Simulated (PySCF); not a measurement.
PySCF 2.14.0, BP86/def2-svpd, df: W(NH)2(F)(OMe) (C[O][W](=[NH])(=[NH])[F]), 11 atoms. The geometry is a generated start, not checked to be a minimum at this level.

```
Quantity                                            Result
-------------------------  -------------------------------
task                                                energy
method                                                bp86
basis                                            def2-svpd
two-electron scheme                        density fitting
mol.max_memory                                     3000 MB
mf.max_cycle                                           100
mf.conv_tol                                1e-09 (default)
mf.grids.level                                 3 (default)
effective core potentials  those of the basis set, past Kr
basis functions                                        181
grid points                                         143616
```

```xyz
11

W     -0.9591    -0.2511     0.3194
N     -1.3101    -1.5044     1.5516
H     -1.7098    -2.3181     2.0235
N     -1.4710    -0.8218    -1.3002
H     -1.8099    -1.3402    -2.1144
F     -2.0654     1.2490     0.7926
O      0.7298     0.5075     0.2741
C      1.9128     1.0141    -0.2741
H      1.8491     2.1097    -0.3334
H      2.7766     0.7442     0.3487
H      2.0570     0.6111    -1.2877
```

Charge 0 and multiplicity 1 are set for this test and not shown to be the ground state.

With the defaults (mf.DIIS = CDIIS, mf.diis_space = 8, mf.diis = true, mf.init_guess = minao, mf.damp = 0, mf.diis_start_cycle = 1, mf.level_shift = 0) it converges in 17 Fock builds. One run each on 2 threads, 1 BLAS thread, with these changes:
- mf.diis = false
- mf.diis_space = 5
- mf.level_shift = 1 Hartree
- mf.DIIS = ADIIS
- mf.init_guess = huckel
- mf.DIIS = EDIIS
- mf.damp = 0.7, mf.diis_start_cycle = 8
- mf.diis = false, mf.damp = 0.7, mf.diis_start_cycle = 999
- mf.diis_space = 3

### Question
Which of these changes keep the SCF from converging, or lead it to another solution?

### Answer
No convergence: mf.DIIS = EDIIS; mf.diis_space = 3; mf.diis = false (the run ends without SCF convergence in 100 cycles). The rest reach the solution of the defaults.

| setting | Fock builds | end |
|---|---|---|
| the defaults | 17 | same solution |
| mf.init_guess = huckel | 21 | same solution |
| mf.damp = 0.7, mf.diis_start_cycle = 8 | 21 | same solution |
| mf.diis_space = 5 | 28 | same solution |
| mf.diis = false, mf.damp = 0.7, mf.diis_start_cycle = 999 | 31 | same solution |
| mf.DIIS = ADIIS | 32 | same solution |
| mf.level_shift = 1 Hartree | 44 | same solution |
| mf.DIIS = EDIIS | 101 | no convergence |
| mf.diis_space = 3 | 101 | no convergence |
| mf.diis = false | 101 | no convergence |
